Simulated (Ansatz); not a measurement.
Consider Ag in the fcc (Cu type) structure (space group Fm-3m, No. 225; a = 4.054 Å). Axes: x, y, z lie along the cube axes.

One thing is altered: biaxial strain +0.47 %, plane normal [001], relaxed out of plane (Cartesian); in-plane vectors clamped, the third vector and the atoms free.

Levels (all Ansatz, an electronic-structure program, PAW): PBEsol (420 eV, no spin-orbit coupling); PBEsol+SOC (420 eV, with spin-orbit coupling).

The geometry is relaxed with PBEsol.

PBEsol pressure: -0.3 GPa

With PBEsol+SOC at the same geometry, the pressure shrinks by 0.2 GPa (-0.3 GPa → -0.5 GPa).

Single points use the geometry relaxed with PBEsol. Differences between runs with and without spin-orbit coupling are approximate. No phonon test of stability was made.
